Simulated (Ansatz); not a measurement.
The starting structures come from a database of crystals and need not be the phases stable at ambient conditions.

 Where the default PAW files enter, the runs use the earlier of Ansatz's two default sets.

Inside the gap of an insulator the Bloch states are evanescent, with a wavenumber k + iκ along the transport direction.

Given:

```xyz
2
Lattice="4.0868 0.0000 0.0000 0.0000 4.0868 0.0000 2.0434 2.0434 2.8331" Properties=species:S:1:pos:R:3 pbc="T T T"
Mg     0.0000     0.0000     0.0000
S      2.0434     4.0868     1.4166
```

Space group of this cell: I-4m2. The cell is strained (lengths across the current scaled by 1.02, ions clamped); by r2SCAN its mean pressure is -2.3 GPa.

Transport runs along the normal of the first two printed cell vectors, the (001) (indices of the unstrained crystal) plane of the conventional cell.

The gap is the functional's own, uncorrected, and κ follows it; spin-orbit coupling is left out. Mid-gap values are interpolated between the computed energies.

Task: Give the band gap and the smallest decay constant κ at mid-gap that r2SCAN (Ansatz, a quantum-chemistry and plane-wave program) yields.

Result: Gap 3.89 eV on a 10×10×10 mesh; κ = 0.274 1/Å, at the zone centre.
